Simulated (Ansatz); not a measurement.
In a free zigzag chain of Nb atoms, spin-degenerate bands cross the Fermi level 3 times between Γ and the zone edge.

Calculation: PBE (plane waves to 420 eV, PAW; Ansatz, a program for electronic structure). Mesh 1×1×76. Collinear spin, started with parallel moments, which vanish. It repeats along c; a and b span vacuum. A hypothetical model. Symmetry and one short period hold its shape; lower forms weren't sought. Pairing along the axis, which can open a gap, is among the distortions not tried. Values not marked SOC lack spin–orbit coupling.

Q: What are the conductance and the two-terminal resistance of a perfect, endless piece?

A: Each crossing on the half of the zone with k > 0 has a partner at −k, so it gives one mode in each direction. Counting spin there are 6 modes, each carrying e²/h = 38.74 μS. G = 6 × 38.74 = 232.4 μS and R = 1/G = 4.30 kΩ, whatever the length. Scattering by phonons, roughness and contacts can only raise R.
